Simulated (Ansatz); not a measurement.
# A computed series for ZnS: response to strain

The parent structure is ZnS in the zinc blende structure (space group F-43m, No. 216; a = 5.3569 Å). Axes: x, y, z lie along the cube axes.

Strains are applied to the cell and any free atomic positions relax; under biaxial strain the out-of-plane vector relaxes too; under stress the whole cell relaxes.

The values are results of DFT with PBEsol, PAW potentials and a 420 eV plane-wave cutoff in Ansatz (a quantum-chemistry and plane-wave program), no spin-orbit coupling, earlier PAW set, not measurements.

Notes on the quantities. energy relative to the base: free energy F; pressure: mean of the normal stresses, compression positive.

| case | energy relative to the base | pressure | volume per atom | gap character |
|---|---|---|---|---|
| base | 0 meV/atom | -0.1 kbar | 19.22 Å³ | direct at Γ |
| biaxial strain +1.12 %, plane normal [001], relaxed out of plane | +1.4 meV/atom | -6.7 kbar | 19.38 Å³ | direct at Γ |
| biaxial strain −4.52 %, plane normal [110], relaxed out of plane | +36 meV/atom | 45.2 kbar | 18.20 Å³ | direct at Γ |
| biaxial strain +1.49 %, plane normal [111], relaxed out of plane | +4.2 meV/atom | -15.3 kbar | 19.60 Å³ | direct at Γ |
| isotropic strain −5.42 % | +151 meV/atom | 191.0 kbar | 16.26 Å³ | indirect, Γ → X |
| uniaxial strain ε_zz = −0.18 % | 0.0 meV/atom | 1.3 kbar | 19.18 Å³ | direct at Γ |
| uniaxial stress, 0.5 GPa tension along x | +0.3 meV/atom | – | 19.25 Å³ | direct at Γ |
| tensor shear ε_xy = −1.38 % | +2.2 meV/atom | -0.1 kbar | 19.21 Å³ | direct at Γ |
| tensor shear ε_xz = −0.79 % | +0.7 meV/atom | -0.1 kbar | 19.21 Å³ | direct at Γ |
| tensor shear ε_xz = +0.48 % | +0.3 meV/atom | -0.1 kbar | 19.22 Å³ | direct at Γ |

Stability under load was not tested beyond the relaxation. k-point labels follow each cell's own Brillouin zone.
